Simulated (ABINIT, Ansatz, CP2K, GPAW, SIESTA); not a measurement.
**InP (F-43m, 2 atoms in the cell) computed with different codes at matched settings**

Band-structure calculation.

```
InP
1.0
    0.00000     3.01072     3.01072
    3.01072     0.00000     3.01072
    3.01072     3.01072     0.00000
In P
1 1
Cartesian
  0.00000   0.00000   0.00000
  1.50536   1.50536   1.50536
```

Shared settings, as Ansatz (a program for electronic structure) writes them: kpoints.mp_grid.grid = 5 5 5; scf.occupations.method = fermi_dirac; scf.occupations.width = 0.0007 Ry. Potentials and cutoffs stand in the table.

| code | model | gap along the path (eV) | smallest direct gap (eV) | cutoff |
|---|---|---|---|---|
| Ansatz | PBE, default PAW files | 0.27 | 0.27 | default |
| GPAW | PBE, GPAW PAW datasets PBE (gpaw-data 1.0.1) | 0.26 | 0.26 | 550 eV |
| CP2K | PBE, GPW, DZVP-MOLOPT-SR-GTH basis, GTH-PBE potentials (GTH_POTENTIALS) | 0.23 | 0.23 | grid 500 Ry |
| SIESTA | GGA PBE, numerical atomic orbitals DZP, PseudoDojo PBE standard norm-conserving potentials (rewritten from UPF to PSML) | 0.40 | 0.40 | grid 300 Ry |
| ABINIT | PBE, PAW (JTH v2.0 PBE PAW) | 0.25 | 0.25 | 21 Ha |

The spread over the programs that give each value: gap along the path within 0.17 eV; smallest direct gap within 0.17 eV.

CP2K and SIESTA use small atom-centred bases, whose incompleteness enters pressures, forces and empty levels differently from a plane-wave cutoff.

The starting cell comes from a database of computed structures (which also holds hypothetical and non-ambient phases and stackings), without a prior relaxation at this level. Its lattice was rescaled by a random factor within 2.5 % of one.

Left out of this page: Quantum ESPRESSO, Elk and FLEUR (not drawn, or without a comparable value).

Keys are those of Ansatz 0.2.
